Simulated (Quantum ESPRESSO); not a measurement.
Quantum ESPRESSO 7.5, DFT, PBE, plane waves, SSSP 1.1.2 efficiency PBE: wurtzite AlN (Al4N4), 8 atoms. Basis and mesh were picked for this test and aren't claimed converged.

| Item | Result |
|---|---|
| cell | 6.22, 3.11, 4.98 Å; 90, 90, 120° |
| task | scf |
| k mesh | 8×8×4 |
| ecutwfc | 45 Ry |
| ecutrho | 360 Ry |
| occupations | fixed |
| conv_thr | 8e-09 Ry |
| tprnfor | true |
| tstress | false |
| k-point pools (-nk) | 8 |
| mixing_mode | plain (default) |
| mixing_beta | 0.7 (default) |
| mixing_ndim | 8 (default) |
| k-points computed | 90 |
| bands | 16 |
| electrons | 32 |
| G-vectors of the density | 65091 |
| FFT grid | 72×36×60 |
| symmetry operations | 2 |

One run each.

All on 8 ranks. Base settings, kept where nothing else is said: diago_david_ndim = 2 (default), diagonalization = david (default), diago_rmm_ndim = 4 (default), diago_rmm_conv = false (default), diago_full_acc = false (default), diago_cg_maxiter = 20 (default) (diago_thr_init not set). The settings tried:
- diagonalization = cg
- diagonalization = rmm-davidson
- diagonalization = rmm-paro
- diago_david_ndim = 3
- diago_thr_init = 1e-05
- diagonalization = paro
- diago_david_ndim = 4
- diagonalization = rmm-davidson, diago_rmm_ndim = 2
- the base settings
- diagonalization = rmm-davidson, diago_rmm_conv = true
- diagonalization = cg, diago_cg_maxiter = 5
- diago_full_acc = true
- diagonalization = rmm-davidson, diago_rmm_ndim = 6

Q: Name the extremes by SCF iterations: fewest, most, and any that don't converge.

A: Fewest SCF iterations: diagonalization = paro (9). Most among those that reach the base run's result: diagonalization = rmm-davidson, diago_rmm_ndim = 2 (32). All converged.

```
setting                                                SCF iterations        end
-----------------------------------------------------  --------------  ---------
diagonalization = paro                                              9  converged
diago_david_ndim = 4                                               13  converged
diago_david_ndim = 3                                               14  converged
diago_thr_init = 1e-05                                             14  converged
the base settings                                                  15  converged
diago_full_acc = true                                              15  converged
diagonalization = rmm-davidson                                     16  converged
diagonalization = rmm-davidson, diago_rmm_ndim = 6                 17  converged
diagonalization = cg                                               19  converged
diagonalization = rmm-paro                                         19  converged
diagonalization = rmm-davidson, diago_rmm_conv = true              22  converged
diagonalization = cg, diago_cg_maxiter = 5                         27  converged
diagonalization = rmm-davidson, diago_rmm_ndim = 2                 32  converged
```

An iteration's cost differs between solvers, so these counts don't give the time.
